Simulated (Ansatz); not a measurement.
A constructed model of the (111) surface of fcc Cu, (√3x√3)R30° surface alloy, Ag on one Cu site of the top plane (bottom of the slab: a bare face, its two planes held)

These are PBE (plane waves to 420 eV, PAW; Ansatz, an electronic-structure program) values and carry that method's errors.

Set-up: 18 atoms, 10.5 Å thick at the start with caps and adatoms (thin: gaps and levels are the slab's own); mesh 10x10x1; 0.1 eV smearing; dipole correction on; 6 atoms held, the rest relaxed; held to the start's symmetry, so lower structures may exist; no spin, no spin-orbit, no U. It is one candidate, not shown to be the stable structure of the face.

```json
{
  "work_function_of_the_top_face": "4.75 eV",
  "energy_released_by_relaxation": "0.14 eV",
  "cost": "roughly 5 core-minutes"
}
```
